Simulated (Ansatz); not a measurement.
Model: Si(111) 1x1 surface, 6 top atoms, 3 bilayers, bottom bilayer H-capped and fixed, every top atom capped by H; cell 11.5 x 6.6 Å; two neighbouring H replaced by SH; about 7 Å thick over the host's atoms, 18 atoms held. These are PBE-D3(BJ) (plane waves to 420 eV, PAW; Ansatz, a quantum-chemistry and plane-wave program) values and carry that method's errors. Sampling: 1x2x1 k points. The slab states were run without spin polarisation. No Hubbard U. Slab thickness, cell and mesh are as stated and are not converged limits. All energies are electronic energies at 0 K, without vibrations. Each state was relaxed from one prepared geometry.

End state of this step: DMZ, bound to one S-H group, takes the H of a neighbouring group, which it binds too. Atoms near the product:

```
atom     x (Å)   y (Å)   z (Å)
------  ------  ------  ------
Si(0)    0.020   0.019   9.532
H(14)    0.035   0.017  11.031
Si(30)  -3.831   0.021   9.513
Si(32)  -1.900   1.127   8.780
H(44)   -3.863  -0.011  11.017
H(45)   -1.930   3.394  11.027
S(48)    1.897   3.278  11.693
H(49)   -0.727   1.937  12.928
Zn(a0)  -7.993  -2.025  12.452
C(a1)   -7.272  -0.693  13.672
H(a2)   -7.996   0.120  13.812
H(a3)   -7.058  -1.146  14.649
H(a4)   -6.343  -0.268  13.271
C(a5)   -1.635   1.434  13.280
H(a6)   -2.334   2.175  13.684
H(a7)   -1.375   0.710  14.060
H(a8)   -2.110   0.910  12.443
```

What energy does it take to move CH4 into the gas, one a cell, with the surface relaxed behind it, and what are its closest contacts before it leaves?

0.16 eV. Its closest contacts to the rest of the cell: H(a8)...H(44) 2.44 Å, H(49)...H(45) 2.68 Å, H(a8)...H(14) 2.72 Å.

Here DMZ is dimethylzinc.
